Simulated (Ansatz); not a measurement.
The starting structures come from a database of crystals and need not be the phases stable at ambient conditions.

 Where the default PAW files enter, the runs use the earlier of Ansatz's two default sets.

Tunnelling through a barrier is set by its complex band structure: the current falls as exp(−2κd) with the smallest κ.

```
TlCl
1.0
    4.56934     0.00000     0.00000
   -2.28467     3.95716     0.00000
    2.28467     1.31905     3.73085
Tl Cl
1 1
Direct
  0.00000   0.00000   0.00000
  0.00000   0.50000   0.50000
```

Space group of this cell: Fm-3m, rock salt. The cell was relaxed by PBE-D3(BJ); by PBEsol its mean pressure is -1.2 GPa.

Transport runs along the normal of the first two printed cell vectors, the (111) plane of the conventional cell.

The gap is the functional's own, uncorrected, and κ follows it; spin-orbit coupling is left out. Mid-gap values are interpolated between the computed energies.

Problem. Give the band gap and the smallest decay constant κ at mid-gap that PBEsol run with Ansatz (a first-principles code) yields.

Solution. Gap 2.32 eV on a 10×10×10 mesh; κ = 0.234 1/Å, at the zone centre.
